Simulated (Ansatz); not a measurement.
The starting structures come from a database of crystals and need not be the phases stable at ambient conditions.

 Where the default PAW files enter, the runs use the earlier of Ansatz's two default sets.

Tunnelling through a barrier is set by its complex band structure: the current falls as exp(−2κd) with the smallest κ.

Data:

```
RbO
1.0
    4.18680     0.00000     0.00000
    0.00000     7.07661     0.00000
    2.09340    -3.53830     2.98839
Rb O
2 2
Direct
  0.00000   0.25626   0.00000
  0.00000   0.74374   0.00000
  0.37312   0.62688   0.25376
  0.62688   0.37312   0.74624
```

Space group of this cell: Immm. The cell is taken as given; by PBEsol its mean pressure is -1.1 GPa.

Transport runs along the normal of the first two printed cell vectors.

No gap correction and no spin-orbit coupling; mid-gap values are interpolated between computed energies.

Question: Give the band gap and the smallest decay constant κ at mid-gap that PBEsol in Ansatz (a program for electronic structure) yields.

Answer: Gap 1.81 eV on a 10×10×10 mesh; κ = 0.385 1/Å, at the zone centre.
